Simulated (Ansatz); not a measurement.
Consider C in the diamond structure (space group Fd-3m, No. 227; a = 3.560 Å). Axes: x, y, z lie along the cube axes.

Level of theory: r2SCAN (Ansatz, a quantum-chemistry and plane-wave program), without spin-orbit coupling.

Strains are applied to the cell and any free atomic positions relax; under biaxial strain the out-of-plane vector relaxes too.

One change was made to it. Results:

```csv
quantity,base,after
smallest direct gap,5.90 eV,5.48 eV
energy relative to the base (free energy F),0 meV/atom,+21 meV/atom
```

Task: Name the change that was made.
A. biaxial strain −2.50 %, plane normal [111], relaxed out of plane
B. biaxial strain −2.08 %, plane normal [111], relaxed out of plane
C. biaxial strain −1.25 %, plane normal [111], relaxed out of plane
D. biaxial strain −1.67 %, plane normal [111], relaxed out of plane

Result: B, biaxial strain −2.08 %, plane normal [111], relaxed out of plane. For comparison, the energy relative to the base in the other runs: biaxial strain −2.50 %, plane normal [111], relaxed out of plane gives +30 meV/atom; biaxial strain −1.67 %, plane normal [111], relaxed out of plane gives +13 meV/atom; biaxial strain −1.25 %, plane normal [111], relaxed out of plane gives +7.3 meV/atom.

No phonon test of stability was made.
